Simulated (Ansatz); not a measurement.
Consider a 24-atom cell of (Ca,Ba)F2 started in the fluorite structure, site fractions Ca 0.500, Ba 0.500, short-range order -0.33 among the nearest mixed sites of the first mixed sublattice (0 is random, a negative value favours unlike neighbours), space group P4/mmm at the end, an ordered arrangement that its symmetry holds. Its start:

```xyz
24
Lattice="0.0000 5.8452 5.8452 6.0807 0.0000 5.8452 6.0807 5.8452 0.0000" Properties=species:S:1:pos:R:3 pbc="T T T"
Ba     0.0000     0.0000     0.0000
Ca     3.0403     2.9226     0.0000
Ca     3.0403     0.0000     2.9226
Ba     6.0807     2.9226     2.9226
Ba     0.0000     2.9226     2.9226
Ca     3.0403     5.8452     2.9226
Ca     3.0404     2.9226     5.8452
Ba     6.0807     5.8452     5.8452
F      4.3888     4.3839     4.3839
F      7.7726     7.3064     4.3839
F      7.7726     4.3839     7.3064
F     10.4695     7.3064     7.3065
F      4.3888     7.3064     7.3064
F      7.7726    10.2290     7.3064
F      7.7726     7.3064    10.2290
F     10.4695    10.2290    10.2290
F      1.6919     1.4613     1.4613
F      4.3888     4.3839     1.4613
F      4.3888     1.4613     4.3839
F      7.7726     4.3839     4.3839
F      1.6919     4.3839     4.3839
F      4.3888     7.3064     4.3839
F      4.3888     4.3839     7.3064
F      7.7726     7.3064     7.3064
```

Computed with r2SCAN (plane waves to 500 eV, PAW; Ansatz, a first-principles code). No spin–orbit coupling. Its k-point mesh 4×4×4, Fermi–Dirac width 0.01 eV.

Q: Predict the alloy's volume and bond lengths.

A: The volume per atom comes out as 16.46 Å³, the Ba–F bonds (within 1.22 times the sum of covalent radii) is 2.621 Å on average, from 2.621 to 2.621 (32) and the Ca–F bonds (within 1.22 times the sum of covalent radii) is 2.431 Å on average, from 2.431 to 2.431 (32).
